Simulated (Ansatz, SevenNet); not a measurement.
## C axis length of TiAl₃ (I4/mmm, No. 139) at several levels of theory

No measured value is used here.

```json
[
 {"level (code)": "SevenNet-l3i5", "value (Å)": "8.637"},
 {"level (code)": "LDA (Ansatz)", "value (Å)": "8.482"},
 {"level (code)": "PBE (Ansatz)", "value (Å)": "…"},
 {"level (code)": "PBE-D4 (Ansatz)", "value (Å)": "8.527"},
 {"level (code)": "PBEsol-D3(BJ) (Ansatz)", "value (Å)": "8.438"},
 {"level (code)": "rVV10 (Ansatz)", "value (Å)": "…"},
 {"level (code)": "r²SCAN (Ansatz)", "value (Å)": "…"},
 {"level (code)": "r²SCAN-D4 (Ansatz)", "value (Å)": "8.533"},
 {"level (code)": "PBE0 (Ansatz)", "value (Å)": "8.590"}
]
```

### Question
Some entries are withheld; supply them.

### Answer

- PBE (Ansatz, a first-principles code), value (Å): 8.620
- rVV10 (Ansatz), value (Å): 8.604
- r²SCAN (Ansatz), value (Å): 8.560

The crystal itself was run without spin with r²SCAN, r²SCAN-D4, PBE0; a magnetic state was not tried in these runs. PBE0: the run has no spin polarisation, so it can have missed a magnetic state. Cutoffs and k meshes differ between the levels. Ansatz's density-functional and Hartree–Fock values are scalar-relativistic unless marked +SOC, with PAW data made under PBE.

Machine-learned potentials (SevenNet-l3i5) are trained on DFT data: a solid inside that data is no test of them.
